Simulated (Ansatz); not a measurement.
The parent structure is Pt in the fcc (Cu type) structure (space group Fm-3m, No. 225; relaxed with 0.1 eV smearing).

```
Pt
1.0
    0.00000     1.97088     1.97088
    1.97088     0.00000     1.97088
    1.97088     1.97088     0.00000
Pt
1
Direct
  0.00000   0.00000   0.00000
```

Computed with plane-wave PAW DFT at the r2SCAN level (Ansatz, a program for electronic structure, 500 eV), spin-orbit coupling left out.

Strains are applied to the cell and any free atomic positions relax.

One change was made to it. Results:

| quantity | base | after |
|---|---|---|
| band gap | zero | zero |
| pressure | 0.0 GPa | -16.3 GPa |
| energy relative to the base (free energy F) | 0 meV/atom | +65 meV/atom |

Which of these changes matches the shifts?
A) isotropic strain +2.50 %
B) isotropic strain +1.50 %
C) isotropic strain +1.00 %
D) isotropic strain +0.50 %
E) isotropic strain +2.00 %

A, isotropic strain +2.50 %. For comparison, the energy relative to the base in the other runs: isotropic strain +0.50 % gives +2.8 meV/atom; isotropic strain +2.00 % gives +42 meV/atom; isotropic strain +1.50 % gives +24 meV/atom; isotropic strain +1.00 % gives +11 meV/atom.

No phonon test of stability was made. The final runs are not spin-polarised. Pt lies near a magnetic instability that expansion can trigger; it was not tested.
